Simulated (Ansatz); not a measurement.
Take Si (space group I4_132, No. 214; a = 6.395 Å; a hypothetical phase, not in the database extracts checked) as the base.

Structures relaxed with PBEsol, PAW, 420 eV (Ansatz, a quantum-chemistry and plane-wave program; no spin-orbit coupling).

Base:

Simulated powder pattern, Mo Kα, λ = 0.71073 Å (kinematic, ideal powder, no thermal factors, no anomalous dispersion; the 8 strongest lines at most, above 2 %, up to 2θ = 40°):

| 2θ (°) | I/Imax (%) | hkl |
|---|---|---|
| 9.01 | 100 | (110) |
| 15.65 | 45 | (211) |
| 20.24 | 22 | (310) |
| 22.20 | 22 | (222) |
| 24.00 | 27 | (321) |
| 25.69 | 11 | (400) |
| 27.27 | 14 | (330) |
| 32.92 | 15 | (431) |

It is then changed as follows: a hydrostatic pressure of 5 GPa.

**Question.** Predict the new powder pattern.

**Answer.** 
Simulated powder pattern, Mo Kα, λ = 0.71073 Å (kinematic, ideal powder, no thermal factors, no anomalous dispersion; the 8 strongest lines at most, above 2 %, up to 2θ = 40°):

```csv
2θ (°),I/Imax (%),hkl
9.28,100,(110)
16.12,45,(211)
20.85,22,(310)
22.87,22,(222)
24.73,26,(321)
26.46,11,(400)
28.10,14,(411)
33.93,15,(431)
```

The indices refer to the base's conventional cell; one index is shown for lines that coincide.

Load acts through the strain it causes; cell and atoms are relaxed under it. No phonon test of stability was made. Competing high-pressure phases were not computed.
